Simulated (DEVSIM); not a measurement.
Structure: illuminated Si n-on-p cell, one wavelength, at 300 K.

| layer (left to right) | material | thickness (μm) | Nd (cm⁻³) | Na (cm⁻³) | τn (s) | τp (s) | absorption coefficient (cm⁻¹) |
|---|---|---|---|---|---|---|---|
| 1 | Si | 0.290 | 1.4e19 | - | 1e-7 | 6.1e-7 | 2400 |
| 2 | Si | 63.0 | - | 1.5e16 | 5.1e-6 | 5.1e-6 | 2400 |

Left contact: ohmic, minority hole recombination velocity 10000 cm/s. Right contact: ohmic, minority electron recombination velocity 2e5 cm/s. Voltage is applied to the left contact. Recombination: SRH at mid-gap, radiative, Auger. Light enters at the left, 2.2e18 photons cm⁻² s⁻¹, one pass, no reflection. Mobility is μmin + (μ − μmin)/(1 + (N/Nref)^α).

Constants are typed, rounded textbook-type inputs, not results; the design itself was drawn at random and stands for no fabricated device. Values at 300 K.

| parameter | Si |
|---|---|
| gap (eV) | 1.124 |
| affinity (eV) | 4.05 |
| permittivity | 11.7 |
| Nc (cm⁻³) | 2.86e19 |
| Nv (cm⁻³) | 3.1e19 |
| μn (cm²/Vs) | 1417 |
| μp (cm²/Vs) | 470 |
| μn,min | 52 |
| μp,min | 45 |
| Nref,n | 9.7e16 |
| Nref,p | 2.2e17 |
| αn | 0.68 |
| αp | 0.72 |
| B (cm³/s) | 4.7e-15 |
| Cn (cm⁶/s) | 2.8e-31 |
| Cp (cm⁶/s) | 9.9e-32 |

DEVSIM, 1D drift-diffusion, Boltzmann statistics, complete ionisation; no tunnelling, impact ionisation, image-force lowering or self-heating.

The photon flux was swept, all else fixed.

```csv
photon flux (cm^-2 s^-1),largest power (mW/cm²),open-circuit voltage (V),share of generated pairs collected at short circuit,fill factor
6.6e16,4.42,0.548,0.933,0.82
2.2e17,15.7,0.579,0.934,0.82
6.6e17,49.6,0.607,0.934,0.83
2.2e18,175,0.638,0.935,0.83
6.6e18,553,0.666,0.939,0.84
2.2e19,1940,0.694,0.951,0.83
6.6e19,6080,0.717,0.974,0.82
```

From the first row to the last the largest power goes from 4.42 to 6080. From the first row to the last the open-circuit voltage goes from 0.548 to 0.717.
